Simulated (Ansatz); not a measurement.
Ansatz (an electronic-structure program) run on Rb₂ScAgF₆ (Fm-3m, 10 atoms in the cell): self-consistent single point

Level of theory: LDA (PW92), default PAW files made with PBE (plane waves; Ansatz).

The input file:

Ansatz 0.2 input:
```yaml
# Rb2ScAgF6
crystal:
  lattice:
    - [0.00000000, 4.20537000, 4.20537000]
    - [4.20537000, 0.00000000, 4.20537000]
    - [4.20537000, 4.20537000, 0.00000000]
  atoms:
    - { symbol: Rb, position: [0.25000000, 0.25000000, 0.25000000] }
    - { symbol: Rb, position: [0.75000000, 0.75000000, 0.75000000] }
    - { symbol: Ag, position: [0.50000000, 0.50000000, 0.50000000] }
    - { symbol: Sc, position: [0.00000000, 0.00000000, 0.00000000] }
    - { symbol: F, position: [0.74910000, 0.25090000, 0.25090000] }
    - { symbol: F, position: [0.25090000, 0.74910000, 0.74910000] }
    - { symbol: F, position: [0.25090000, 0.74910000, 0.25090000] }
    - { symbol: F, position: [0.74910000, 0.25090000, 0.74910000] }
    - { symbol: F, position: [0.25090000, 0.25090000, 0.74910000] }
    - { symbol: F, position: [0.74910000, 0.74910000, 0.25090000] }
basis:
  ecutwfc: 420.0
kpoints:
  mp_grid: { grid: [7, 7, 7] }
hamiltonian:
  xc: lda
  pseudopotentials: { kind: paw }
scf:
  occupations: { method: cold, width: 0.1 }
output:
  forces: true
  eigenvalues: true
  stress: true
```

The program printed (abridged):

```
WARN ansatz: RAYON_NUM_THREADS=1 ignored (pool sized by the plan → 1); use --threads N
Pseudopotentials: kind: paw
Pseudopotential: Rb, paw, valence charge 9
Pseudopotential: Ag, paw, valence charge 19
Pseudopotential: Sc, paw, valence charge 11
Pseudopotential: F, paw, valence charge 7
Crystal: 10 atoms, lattice volume = 148.745 Å³
Basis set: ecut = 420 eV, 2891 PW (Γ)
Bands: 55, of which v1, the nominal top of the filled ones, is band 45 counted from 1 (44 counted from 0)
Symmetry: 48 space group operations
Space group: Fm-3m (ITA 225), of the structure as read, at distance tolerance 5.3e-5 Å
k-points: 20 of 343
PAW frozen core: Rb, regenerated for the run's functional, and the local potential with it
PAW frozen core: Ag, regenerated for the run's functional, and the local potential with it
PAW frozen core: Sc, regenerated for the run's functional, and the local potential with it
PAW frozen core: F, regenerated for the run's functional, and the local potential with it
Initial density: superposition of atomic densities (neutral atoms: chi_scale 0, normalization atom), corrected by the library's trained network
Initial wavefunctions: pseudopotential atomic-orbital guess
Eigensolver: davidson
Functional: x = slater, c = lda
SCF iter   1: F=—  HF=-20662.114498 eV  |F-HF|=—  |Δ(HF+E_count)|=         —  Δρ=2.29e-2  dr2=8.10e-1  ethr=1.77e-3  ⟨swp⟩=6.9  Hψ=4157  notcnv=0  defer=1
all-band conjugate gradients solve this SCF's bands
preconditioner: auto → Resta (q_TF=auto, 2.509 Å⁻¹)
SCF iter   2: F=—  HF=-20661.954195 eV  |F-HF|=—  |Δ(HF+E_count)|=   1.60e-1  S|Δr|=    0.00e0  Δρ=8.33e-3  dr2=5.66e-2  ethr=9.00e-4  ⟨swp⟩=2.0  Hψ=1847  notcnv=0  defer=88
SCF iter   3: F=—  HF=-20661.940039 eV  |F-HF|=—  |Δ(HF+E_count)|=   1.42e-2  S|Δr|=    0.00e0  Δρ=2.92e-3  dr2=1.02e-2  ethr=6.29e-5  ⟨swp⟩=2.0  Hψ=1931  notcnv=0  defer=88
SCF iter   4: F=—  HF=-20661.936947 eV  |F-HF|=—  |Δ(HF+E_count)|=   3.09e-3  S|Δr|=    0.00e0  Δρ=7.14e-4  dr2=8.10e-4  ethr=1.13e-5  ⟨swp⟩=2.0  Hψ=1928  notcnv=0  defer=88
SCF iter   5: F=—  HF=-20661.936808 eV  |F-HF|=—  |Δ(HF+E_count)|=   1.39e-4  S|Δr|=    0.00e0  Δρ=3.07e-4  dr2=1.40e-4  ethr=9.00e-7  ⟨swp⟩=2.0  Hψ=1472  notcnv=0  defer=88
SCF iter   6: F=—  HF=-20661.936779 eV  |F-HF|=—  |Δ(HF+E_count)|=   2.91e-5  S|Δr|=    0.00e0  Δρ=7.86e-5  dr2=1.19e-5  ethr=1.56e-7  ⟨swp⟩=2.0  Hψ=1892  notcnv=0  defer=88
SCF iter   7: F=—  HF=-20661.936782 eV  |F-HF|=—  |Δ(HF+E_count)|=   3.59e-6  S|Δr|=    0.00e0  Δρ=3.73e-5  dr2=2.02e-6  ethr=1.32e-8  ⟨swp⟩=2.0  Hψ=1980  notcnv=0  defer=86
SCF iter   8: F=-20661.936782 eV  HF=-20661.936782 eV  |F-HF|=8.15e-10  |Δ(HF+E_count)|=   6.60e-7  S|Δr|=    0.00e0  Δρ=7.71e-6  dr2=8.52e-8  ethr=1.11e-10  ⟨swp⟩=9.2  Hψ=5656  notcnv=0
SCF 1 converged in 8 iterations: F = -20661.936782 eV  dr2 = 8.52e-8
SCF converged after 8 iterations
Stability not checked (fill_not_monotonic)
Free energy (F): -20661.936782 eV
Harris-Foulkes:  -20661.936782 eV  (|F-HF|=8.15e-10)
Internal energy: -20661.936782 eV  (E = F + TS)
E sigma→0 (E₀):  -20661.936782 eV
Fermi energy:    9.272718 eV
Step filling:    the computed levels leave a gap of 1.7876 eV = 17.9 smearing widths
--- Per-component energies (eV) ---
  E_band       = -774.962347
  E_kinetic    = 2415.957469
  E_local      = -8914.026547  (includes V_loc(G=0)·N_el)
  E_nonlocal   = 983.467481
  E_hartree    = 3501.089497
  E_xc         = -1016.654165
  E_vxc        = -1246.672521  (∫ρ·V_xc dr)
  E_paw        = -10855.187134  (= ΣΔE_a)
  E_vpaw       = -1015.887816  (= ΣTr[D̂ρ^β])
  E_aug_tail   = 0.012350  (compensation charges beyond the density's cutoff)
  E_ewald      = -6778.847491
  E_core_change = 2.251759  (= ΣΔE_core)
  E_smearing   = 0.000000  (= −TS)
  E_closure    = -0.000000  (closes the sum)
  Σ components = -20661.936782   (vs F -20661.936782, Δ=0.00e0)
--- Forces (eV/Å), atoms counted from 1 ---
  atom   1  Rb     0.00000000     0.00000000     0.00000000
  atom   2  Rb     0.00000000     0.00000000     0.00000000
  atom   3  Ag     0.00000000     0.00000000    -0.00000000
  atom   4  Sc    -0.00000000     0.00000000    -0.00000000
  atom   5  F     -3.45427785    -0.00000000    -0.00000000
  atom   6  F      3.45427785     0.00000000    -0.00000000
  atom   7  F      0.00000000    -3.45427785     0.00000000
  atom   8  F     -0.00000000     3.45427785    -0.00000000
  atom   9  F      0.00000000     0.00000000    -3.45427785
  atom  10  F     -0.00000000     0.00000000     3.45427785
  max |Σ_I F_I| component: 1.78e-15 eV/Å
--- Stress (GPa, compression-positive) ---
        3.739311       0.000000      -0.000000
        0.000000       3.739311       0.000000
       -0.000000      -0.000000       3.739311
  P = ⅓ Tr σ = 3.7393 GPa (37.393 kbar)
  The stress holds the Pulay correction. Without it, at fixed plane waves, as pw.x and ABINIT print it: P = 3.0664 GPa
--- Band table (eV; the first three rows and the last of 20) ---
  k-point 0: bands = ["-80.9418", "-44.6169", "-44.6169", "-44.6169", "-41.9151", "-20.9656", "-20.9656", "-20.9656", "-18.4964", "-18.3852", "-15.6920", "-15.4353", "-15.4353", "-15.2091", "-15.2091", "-15.2091", "-2.9886", "-2.9886", "-2.9886", [...]
  k-point 1: bands = ["-80.9418", "-44.6169", "-44.6169", "-44.6169", "-41.9151", "-20.9666", "-20.9656", "-20.9656", "-18.4872", "-18.3881", "-15.6780", "-15.4359", "-15.4359", "-15.2371", "-15.2093", "-15.2093", "-2.9573", "-2.9573", "-2.9201", [...]
  k-point 2: bands = ["-80.9418", "-44.6169", "-44.6169", "-44.6169", "-41.9151", "-20.9689", "-20.9657", "-20.9657", "-18.4639", "-18.3971", "-15.6368", "-15.4370", "-15.4370", "-15.3100", "-15.2096", "-15.2096", "-2.8756", "-2.8756", "-2.7515", [...]
  k-point 19: bands = ["-80.9418", "-44.6169", "-44.6169", "-44.6169", "-41.9151", "-20.9680", "-20.9679", "-20.9664", "-18.4198", "-18.4170", "-15.6062", "-15.5805", "-15.4343", "-15.2556", "-15.2106", "-15.2034", "-2.7252", "-2.6991", "-2.6672", [...]
```

The run converged in 8 iterations.

The starting cell was generated: these elements placed on a structure prototype, without a prior relaxation; it need not be a known phase or ordering of this composition. With a pressure of about 4 GPa the cell is away from its equilibrium volume at this level. Forces in this geometry exceed 1 eV/Å. Ansatz's pressure includes its estimate of the finite-basis (Pulay) stress. Without the estimate this run gives 3.07 GPa.
